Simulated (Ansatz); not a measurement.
System: MgCO3 (R-3c, No. 167). Method: PBE0 in Ansatz (PAW).

Settings: plane-wave cutoff 460 eV, 6×6×6 k mesh, Fermi–Dirac smearing 0.01 eV, scalar-relativistic PAW data made under PBE.

Computed at the level's own relaxed cell.

**Question.** Predict the lattice parameter c, Γ–Γ gap, band gap and smallest direct gap on the k points sampled.

**Answer.** 
* **lattice parameter c**: 15.049 Å
* **Γ–Γ gap**: 8.75 eV
* **band gap**: 7.97 eV (indirect)
* **smallest direct gap on the k points sampled**: 8.58 eV

The computed numbers hold no vibrational or temperature effects.

The result took about 40 core-minutes (a rough figure).

Ansatz is an electronic-structure program.
